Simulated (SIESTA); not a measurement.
Input and output of a relaxation of cell and atoms for Pt (Fm-3m, 1 atom in the cell) (SIESTA).

Computed with GGA PBE, numerical atomic orbitals DZP, PseudoDojo PBE standard norm-conserving potentials (rewritten from UPF to PSML) run with SIESTA 5.4.2.

```
CELL_PARAMETERS angstrom
      0.00000     1.95147     1.95147
      1.95147     0.00000     1.95147
      1.95147     1.95147     0.00000
ATOMIC_POSITIONS crystal
  Pt 0.00000 0.00000 0.00000
```

Reference input (self-consistent single point, DFT, GGA PBE, numerical atomic orbitals DZP, PseudoDojo PBE standard norm-conserving potentials (rewritten from UPF to PSML)): XC.functional = GGA; XC.authors = PBE; potentials = PseudoDojo PBE standard; PAO.BasisSize = DZP; PAO.EnergyShift = 0.01 Ry; MeshCutoff = 300 Ry; kgrid.MonkhorstPack = 12 12 12; OccupationFunction = FD; ElectronicTemperature = 1160.45 K; MaxSCFIterations = 150; SCF.Mixer.Method = Pulay; SCF.Mixer.Weight = 0.1. This run's input differs from it in these lines:

```diff
@@ -39,2 +39,8 @@
 Diag.ParallelOverK           true
+MD.TypeOfRun                 Broyden
+MD.Steps                     40
+MD.MaxForceTol               0.02 eV/Ang
+MD.VariableCell              true
+MD.MaxStressTol              0.05 GPa
+Target.Pressure              2 GPa
 WriteForces                  true
```

Output, abridged:

```
        iscf     Eharris(eV)        E_KS(eV)     FreeEng(eV)     dDmax    Ef(eV) dHmax(eV)
   scf:    1    -3546.169536    -3550.499039    -3550.549356  0.763648  0.710173  8.891906
   scf:    2    -3551.881582    -3551.211001    -3551.260965  0.133217  0.235498  7.098837
   scf:    3    -3553.020993    -3552.443579    -3552.494165  0.467139 -1.689353  0.058637
   scf:    4    -3552.443975    -3552.443901    -3552.494595  0.007238 -1.668364  0.065891
   scf:    5    -3552.443518    -3552.443711    -3552.494652  0.006224 -1.713804  0.002653
   scf:    6    -3552.443716    -3552.443714    -3552.494652  0.000080 -1.715338  0.001567
mix: Pulay -- inversion failed, > SVD [rank/size] 4 / 5
   scf:    7    -3552.443719    -3552.443716    -3552.494652  0.000093 -1.715808  0.000009
   scf:    8    -3552.443716    -3552.443716    -3552.494652  0.000001 -1.715811  0.000008
SCF Convergence by DM+H criterion
max |DM_out - DM_in|         :     0.0000006747
max |H_out - H_in|      (eV) :     0.0000075975
SCF cycle converged after 8 iterations

Using DM_out to compute the final energy and forces

siesta: E_KS(eV) =            -3552.4437

siesta: E_KS - E_eggbox =     -3552.4437

siesta: Atomic forces (eV/Ang):
     1    0.000000    0.000000   -0.000000
   Tot    0.000000    0.000000   -0.000000
   Max    0.000000
   Res    0.000000    sqrt( Sum f_i^2 / 3N )
   Max    0.000000    constrained

Stress tensor Voigt[x,y,z,yz,xz,xy] (kbar):     -131.60     -131.60     -131.60       -0.20       -0.20       -0.20
(Free)E + p*V (eV/cell)    -3551.2738
Target enthalpy (eV/cell)    -3552.3091

siesta: Stress tensor (static) (eV/Ang**3):
        -0.082139   -0.000124   -0.000124
   [... lines left out ...]
siesta: Pressure (static):        131.60139204  kBar
siesta: Pressure (total):        131.60139204  kBar
No target stress found, assuming hydrostatic MD.TargetPressure.
Target stress (kBar)
outcell: Cell volume (Ang**3)        :     15.4787
        iscf     Eharris(eV)        E_KS(eV)     FreeEng(eV)     dDmax    Ef(eV) dHmax(eV)
siesta: Pressure (static):         20.23435320  kBar
siesta: Pressure (total):         20.23435320  kBar
outcell: Cell volume (Ang**3)        :     15.4787
siesta: FreeEng =     -3552.522065
   [... lines left out ...]
               5dz2    5dxz    5dx2-y2
   1 18.000   1.986   1.154  -0.282   1.988   1.988   1.988   0.274   0.274
              0.274   1.513   1.513   1.661   1.513   1.661   0.096   0.096

              0.104   0.096   0.104

mulliken: Qtot =       18.000

Mulliken Atomic Populations:
Atom #   charge [q] valence [e]  Species
     1    -0.000000   18.000000  Pt
 Total    -0.000000
```

The run converged. 

Summary of the result:
Free energy E − TS: -3552.5221 eV
Fermi level (on the code's own zero): -1.96 eV
Pressure: 2.02 GPa
Final cell: a = b = c = 2.797 Å, α = β = γ = 60.00°
Final volume per atom: 15.48 Å³
Relaxation steps: 4

The starting cell comes from a database of computed structures (which also holds hypothetical and non-ambient phases and stackings), without a prior relaxation at this level. Its lattice was rescaled by a random factor within 2.5 % of one. Spin polarisation is off. Values carry the incompleteness of an atom-centred basis.

Cost on one core of a shared machine: roughly 30 s.
